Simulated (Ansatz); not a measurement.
The reference is BeS in the zinc blende structure (space group F-43m, No. 216).

```yaml
crystal:
  lattice:
    - [0.00000, 2.43431, 2.43431]
    - [2.43431, 0.00000, 2.43431]
    - [2.43431, 2.43431, 0.00000]
  atoms:
    - { symbol: Be, position: [0.00000, 0.00000, 0.00000] }
    - { symbol: S, position: [0.25000, 0.25000, 0.25000] }
```

Cartesian axes are those of the cell as printed.

The values are results of r2SCAN/PAW in Ansatz (a quantum-chemistry and plane-wave program), scalar-relativistic without spin-orbit coupling, not measurements.

The change: an isotropic linear strain of +2.00 %; the atoms relax in the strained cell.

Task: Predict the stress tensor and what it implies for the stiffness.

Result: Stress of the strained cell less that of the base (GPa, compression positive):
```
  -5.18    0.00    0.00
   0.00   -5.18    0.00
   0.00    0.00   -5.18
```

Then B = −ΔP/(ΔV/V₀) with ΔV/V₀ = 0.0612 gives secant stiffness values (nonlinear terms included at this strain): B ≈ 85 GPa.

As a check, the harmonic strain energy −½ V₀ Δσ:ε is 14 meV/atom; the computed energy rise is 15 meV/atom.

No phonon test of stability was made.
